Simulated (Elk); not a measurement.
Band structure of Mo (Im-3m, 1 atom in the cell).

```
Mo
1.0
   -1.56797     1.56797     1.56797
    1.56797    -1.56797     1.56797
    1.56797     1.56797    -1.56797
Mo
1
Cartesian
  0.00000   0.00000   0.00000
```

Method: PBE, all-electron FP-LAPW, Elk's shipped species files, LAPW+lo basis (Elk).

Settings: xctype = 20; rgkmax = 7.5; stype = 0; swidth = 0.00183747 Ha; ngridk = 15 15 15; gmaxvr = 14 1/bohr; nxoapwlo = 1; maxscl = 100.

The starting cell comes from a database of computed structures (which also holds hypothetical and non-ambient phases and stackings), without a prior relaxation at this level. Its lattice was rescaled by a random factor within 2.5 % of one. Spin polarisation is off. Values depend on the basis (sphere radii, cutoffs, local orbitals), which need not be converged.

Levels in eV from the Fermi level, bands 4 to 10:
```csv
point,4,5,6,7,8,9,10
Γ,-34.46,-7.20,-1.30,-1.30,-1.30,1.77,1.77
H,-35.47,-5.48,-5.48,4.13,4.13,4.13,9.24
N,-34.48,-5.34,-3.41,1.74,1.79,2.43,4.91
P,-35.20,-2.59,-2.59,-2.59,2.56,2.56,9.82
```

Bands cross the Fermi level along this path, so the cell is metallic at this level.
